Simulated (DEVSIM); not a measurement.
Device: abrupt GaAs n-p junction, at 300 K.

```
layer (left to right)  material  thickness (μm)  Nd (cm⁻³)  Na (cm⁻³)   τn (s)   τp (s)
---------------------  --------  --------------  ---------  ---------  -------  -------
1                          GaAs           0.230     1.9e15          -  3.4e-10  3.4e-10
2                          GaAs           0.300          -     2.2e15  3.4e-10  3.4e-10
```

Left contact: ohmic. Right contact: ohmic. Voltage is applied to the left contact. Recombination: SRH at mid-gap. Mobility is μmin + (μ − μmin)/(1 + (N/Nref)^α).

Constants are typed, rounded textbook-type inputs, not results; the design itself was drawn at random and stands for no fabricated device. Values at 300 K.

| parameter | GaAs |
|---|---|
| gap (eV) | 1.424 |
| affinity (eV) | 4.07 |
| permittivity | 12.9 |
| Nc (cm⁻³) | 4.7e17 |
| Nv (cm⁻³) | 9e18 |
| μn (cm²/Vs) | 8500 |
| μp (cm²/Vs) | 400 |
| μn,min | 500 |
| μp,min | 20 |
| Nref,n | 6e16 |
| Nref,p | 1.5e17 |
| αn | 0.39 |
| αp | 0.38 |

Simulated with DEVSIM: 1D drift-diffusion, Boltzmann statistics, complete ionisation; no tunnelling, impact ionisation, image-force lowering or self-heating.

The thickness of layer 1 was swept, all else fixed.

| thickness of layer 1 (μm) | dark forward voltage at 1 A/cm² (V) | largest field in the device at zero bias (V/cm) | dark forward voltage at 100 A/cm² (V) |
|---|---|---|---|
| 0.046 | 0.829 | 35000 | 0.973 |
| 0.081 | 0.833 | 32000 | 0.976 |
| 0.14 | 0.838 | 28000 | 0.980 |
| 0.23 | 0.843 | 24000 | 0.983 |
| 0.39 | 0.845 | 20000 | 0.985 |
| 0.69 | 0.846 | 18000 | 0.986 |
| 1.2 | 0.846 | 18000 | 0.989 |

From the first row to the last the dark forward voltage at 1 A/cm² goes from 0.829 to 0.846. From the first row to the last the largest field in the device at zero bias goes from 35000 to 18000.
